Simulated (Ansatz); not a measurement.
```xyz
4
Lattice="4.2318 0.0000 0.0000 -2.1159 3.6649 0.0000 0.0000 0.0000 6.9144" Properties=species:S:1:pos:R:3 pbc="T T T"
Cd     0.0000     2.4433    -0.0012
Cd     2.1159     1.2216     3.4560
Se     0.0000     2.4433     2.5941
Se     2.1159     1.2216     6.0513
```

The numbers are results of PBE with spin-orbit coupling, rigid bands (plane waves, PAW; Ansatz, a program for electronic structure), not measurements. Condition of this run: hydrostatic pressure of 2.8 GPa (compression positive) (the target of the relaxation). Geometry: cell and atoms relaxed with PBEsol, then loaded as said.

Predict the hole conductivity mass (n e² τ/σ) at 300 K, by direction if it differs.

0.79 (x), 0.79 (y), 1.13 (z) mₑ.

What conductivity effective mass do dilute electrons have at 300 K?

0.084 (x), 0.084 (y), 0.079 (z) mₑ.

And the band gap?

0.65 eV at this level; semilocal functionals usually fall short of the measured gap.

Rigid bands, one relaxation time for all states, no polarons. Geometry: cell and atoms relaxed with PBEsol.
